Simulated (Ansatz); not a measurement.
Consider the following.

```yaml
crystal:
  lattice:
    - [3.98530, 0.00000, 0.00000]
    - [0.00000, 3.98530, 0.00000]
    - [0.00000, 0.00000, 4.08094]
  atoms:
    - { symbol: K, position: [0.00000, 0.00000, 0.00000] }
    - { symbol: Ta, position: [0.50000, 0.50000, 0.50000] }
    - { symbol: O, position: [0.50000, 0.00000, 0.50000] }
    - { symbol: O, position: [0.00000, 0.50000, 0.50000] }
    - { symbol: O, position: [0.50000, 0.50000, 0.00000] }
```

No spin polarisation.

Level of theory: DFT with PBEsol, PAW potentials and a 420 eV plane-wave cutoff in Ansatz (a program for electronic structure), spin-orbit coupling left out. Γ-centred 8×8×8 mesh, Fermi–Dirac width 0.05 eV.

Question: Predict the band gap.

Answer: 2.06 eV.

Question: Predict the gap character.

Answer: Indirect, A → Γ.

Question: Estimate the pressure (mean of the normal stresses, compression positive).

Answer: -4.36 GPa.

Spin-orbit coupling, missing from the scalar runs, can matter with Ta. The cells carry an imposed strain or load. Whether these cells are dynamically stable was not tested. The cell was made from KTaO3 in the cubic perovskite structure (space group Pm-3m, No. 221) by this change: uniaxial strain ε_zz = +2.40 %.
